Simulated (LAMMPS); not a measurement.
Simulation of W (bcc), 250 atoms, at 2220 K and 5 GPa, heated as the crystal.

Computed with MD with a machine-learned potential, pair style snap, file W_2940_2017_2.snap (LAMMPS).

- state found = crystal; no diffusion seen in 9.0 ps
- density = 18.543 ± 0.005 g/cm³
- volume per atom = 16.463 ± 0.004 Å³/atom
- enthalpy per atom = -9.927 ± 0.003 eV/atom
- first peak of g(r) = 2.76 Å, height 3.5
- coordination number = 14.0 (counted to 3.86 Å)
- most common W-W-W angle = at the 3° bin centred on 55.5°, after smoothing over three bins (mean of all 96°)
- mean frequency of the vibrational (phonon) density of states = 4.4 THz
- cost = around 28 core-minutes (rough)

Potential: file W_2940_2017_2.snap of the LAMMPS distribution; its header cites Wood, M. A. and Thompson, A. P. "Quantum-Accurate Molecular Dynamics Potential for Tungsten" arXiv:1702.07042 [physics.comp-ph].

Caution: a run this short can hold a crystal over, or a liquid under, the potential's own melting point, which these runs don't give.

States go by the mean squared displacement: a species diffuses where it passes 1.5 Å², still rises and gives D over 1e-6 cm²/s; a crystal has left its structure where atoms lie 0.35 Å off their sites on average or a cubic box changes its shape by 3 %, or the axial ratios of another lie 8 % off the starting cell's, which the potential's own relaxation can also do.

Uncertainties are statistical and leave out the potential's own error.
